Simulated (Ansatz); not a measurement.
**Point defect O interstitial started as a split pair with O in wurtzite ZnO**

Level of theory: PBE, PAW (plane waves to 420 eV; Ansatz, a program for electronic structure). The supercell holds 192 host sites (4×2×3 repeats of a cell of 8 atoms), with a 2×2×2 shifted k-point sampling for the final energies. Site at the start: split with O. Energies of charged states are corrected for periodic images (point charge plus alignment at distant sites). Dielectric constants: PBE linear response of the host. Host gap at this level: 0.74 eV. A cell of this size leaves errors of a few tenths of an eV. Levels are measured in PBE's own, too narrow, gap. Spin–orbit coupling is left out. Each state is the lowest found from its start.

Formation energies E_f are given with the Fermi level at the valence-band maximum. Chemical conditions: O-rich (Δμ(O) = 0.00 eV; only phases computed here count, gases as isolated molecules at 0 K); Zn-rich (Δμ(O) = -2.85 eV; only phases computed here count, gases as isolated molecules at 0 K). Reference phases: O: O2 molecule in a box.

The name describes the start; the neighbours show where the atoms ended.

Charges with a result: +1, 0, −1, −2. Others weren't obtained, and one of them could lie lower, also by skipping a charge.

```
charge         moment (μB)  largest move off a lattice site (Å)  neighbours of the last O atom of the defect at the end (Å)  image correction with alignment (eV)  E_f, O-rich (eV)  E_f, Zn-rich (eV)  above the lowest spin state (eV)
------  ------------------  -----------------------------------  ----------------------------------------------------------  ------------------------------------  ----------------  -----------------  --------------------------------
+1†             fractional                                 0.34          O 1.42, Zn 1.99, Zn 2.00, O 2.74, Zn 2.78, Zn 2.80                                  0.14                 –                  –                              0.00
0                      0.0                                 0.31          O 1.47, Zn 1.95, Zn 1.95, O 2.72, Zn 2.77, Zn 2.79                                  0.00              1.73               4.57                              0.00
0       not spin-polarised                                 0.31          O 1.47, Zn 1.95, Zn 1.95, O 2.72, Zn 2.77, Zn 2.79                                  0.00              1.73               4.57                              0.00
−1†               quenched                                 0.31          O 1.47, Zn 1.95, Zn 1.95, O 2.72, Zn 2.77, Zn 2.79                                  0.06                 –                  –                              0.00
−2†     not spin-polarised                                 0.31          O 1.47, Zn 1.95, Zn 1.96, O 2.72, Zn 2.77, Zn 2.79                                  0.31                 –                  –                              0.00
```

† Not settled in this cell, so no level is given: charge +1: fractional moment, a level filled in part, carriers not clearly localised, level within 0.1 eV of a band edge or past it; charge −1: a level filled in part, carriers not clearly localised, level within 0.1 eV of a band edge or past it; charge −2: carriers not clearly localised, level within 0.1 eV of a band edge or past it.

Starting moments that weren't kept: charge 0 began with 2 μB and ended with 0.0; charge −1 began with 1 μB and ended with 0.0.

Flagged in the runs: a doubtful potential alignment, a host whose relaxation on this sampling wasn't shown to rest, a strain field that reaches the edge of the cell.
